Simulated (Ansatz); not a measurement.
Consider the formation energy of H_i in Ta (bcc, Im-3m). Reaction: 64 Ta (bcc) + 1/2 H2 (gas) → cell A.

Cell A: a supercell of 64 sites of Ta (bcc, Im-3m) with H off the lattice sites (4 Ta at 1.93 Å); spin state with PBE: run without spin, k-point mesh 4×4×4.
```
CELL_PARAMETERS angstrom
     11.50176     0.00000     0.00000
     -3.83392    10.84397     0.00000
     -3.83392    -5.42198     9.39115
ATOMIC_POSITIONS crystal
  Ta 0.00144 0.00106 0.00097
  Ta 0.00015 0.00017 0.25074
  Ta 0.00002 0.00004 0.50007
  Ta 0.00030 0.00019 0.75012
  Ta 0.99990 0.25018 0.00003
  Ta 0.99926 0.24983 0.24985
  Ta 0.99989 0.24993 0.49996
  Ta 0.00002 0.24996 0.74998
  Ta 0.00020 0.49995 0.00015
  Ta 0.99975 0.49995 0.24980
  Ta 0.99926 0.49941 0.49943
  Ta 0.00015 0.49941 0.74998
  Ta 0.00040 0.75009 0.00032
  Ta 0.00020 0.75005 0.25025
  Ta 0.99990 0.74987 0.49972
  Ta 0.00144 0.75047 0.75038
  Ta 0.25073 0.00027 0.00045
  Ta 0.24997 0.99982 0.25010
  Ta 0.24985 0.99982 0.49972
  Ta 0.24955 0.00027 0.74982
  Ta 0.24955 0.24973 0.99927
  Ta 0.24903 0.24894 0.24856
  Ta 0.24965 0.24983 0.50008
  Ta 0.24993 0.24981 0.75012
  Ta 0.24985 0.50013 0.00003
  Ta 0.24968 0.49991 0.24960
  Ta 0.24759 0.49923 0.49837
  Ta 0.24965 0.49957 0.74982
  Ta 0.24997 0.74987 0.00015
  Ta 0.24985 0.75005 0.24980
  Ta 0.24968 0.75009 0.49977
  Ta 0.24903 0.75047 0.75009
  Ta 0.49988 0.00019 0.00007
  Ta 0.50002 0.00004 0.24998
  Ta 0.50002 0.00017 0.49943
  Ta 0.49962 0.00106 0.75009
  Ta 0.50018 0.24973 0.00045
  Ta 0.49988 0.24981 0.24970
  Ta 0.50018 0.24983 0.49976
  Ta 0.49991 0.24894 0.75038
  Ta 0.49991 0.49953 0.00097
  Ta 0.49962 0.49953 0.24856
  Ta 0.49721 0.49550 0.49271
  Ta 0.49828 0.49550 0.75279
  Ta 0.50018 0.75043 0.00035
  Ta 0.50002 0.75059 0.24985
  Ta 0.49914 0.75077 0.49837
  Ta 0.49721 0.75450 0.75172
  Ta 0.74992 0.00017 0.00035
  Ta 0.75004 0.00007 0.25011
  Ta 0.75003 0.00007 0.49996
  Ta 0.75024 0.00017 0.74982
  Ta 0.75028 0.25018 0.00015
  Ta 0.74993 0.24996 0.24998
  Ta 0.75004 0.24993 0.49997
  Ta 0.75057 0.24983 0.74998
  Ta 0.75023 0.49991 0.00032
  Ta 0.75028 0.50013 0.25010
  Ta 0.74992 0.49957 0.49976
  Ta 0.75163 0.49923 0.75086
  Ta 0.75163 0.75077 0.00241
  Ta 0.75057 0.75059 0.25074
  Ta 0.75024 0.75043 0.50008
  Ta 0.75729 0.75450 0.75279
  H  0.56250 0.62500 0.68750
```

Reference: Ta (bcc, Im-3m), 64 atoms in the cell, the relaxed perfect crystal repeated, atoms not moved again, k-point mesh 4×4×4 on the run's own vectors.

Reference: an isolated H2 molecule (singlet) in a box of 11 × 11 × 13 Å.

Computed with Ansatz (plane waves, PAW), its default PAW set, cutoff 500 eV. The structures are at rest with PBE, within the held lattices; other levels are single points on them. Neutral cells; Fermi-Dirac smearing of at most 0.10 eV in the solids, energies taken to zero width. The lattices are those relaxed with PBE, so at other levels the solids can be strained. Larger cells are relaxed from a start prepared with the learned potential CHGNet, on a coarser mesh till forces fall under 0.03 eV/Å, which some starts already meet. A dispersion term (D3(BJ), or D4 for r2SCAN) was computed beside these levels and is taken off wherever the name lacks it. The PAW files were made for PBE and serve at the other functionals too. Space groups of crystals are read within 0.01 Å. Nuclei at rest; no vibrational terms. No structure search was made; lower ones may exist. Spin-orbit coupling is left out. No correction for cell size. Mesh and cell size may move defect energies by 0.1 eV or more. Cell A has symmetry I-4m2 within 0.02 Å and got no random move, so less symmetric positions, which may lie lower, weren't tried.

Question: What value does r2SCAN give?

Answer: -0.53 eV, for 64 Ta (bcc) + 1/2 H2 (gas) → cell A.

Ansatz is a quantum-chemistry and plane-wave program.
